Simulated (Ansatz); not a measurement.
The parent structure is GaP in the zinc blende structure (space group F-43m, No. 216; a = 5.5060 Å).

Modification: an isotropic linear strain of −0.93 %; the atoms relax in the strained cell.

Levels (all Ansatz, a quantum-chemistry and plane-wave program, PAW): PBE (420 eV, no spin-orbit coupling); r2SCAN (500 eV, scalar-relativistic without spin-orbit coupling).

The geometry is relaxed with PBE.

| Item | Value |
|---|---|
| PBE band gap | 1.60 eV |
| PBE electron mass | 1.1 mₑ along k, 0.23 mₑ across (off the special points) |
| PBE pressure | 2.30 GPa |
| PBE width of the top valence band | 3.41 eV |

Question: Predict the band gap, electron mass, pressure and width of the top valence band from r2SCAN.

Answer: The band gap goes up by 0.25 eV, from 1.60 eV to 1.85 eV; the electron mass is still 1.1 mₑ along k, 0.23 mₑ across (off the special points); the pressure decreases by 2.464 GPa, from 2.30 GPa to -0.17 GPa; the width of the top valence band grows by 0.12 eV to 3.53 eV.

Single points use the geometry relaxed with PBE. Their cutoffs differ, which shifts pressures a little. Effective masses come from finite differences of ±0.01 Å⁻¹. Along k means along the line from Γ to the band edge. No phonon test of stability was made.
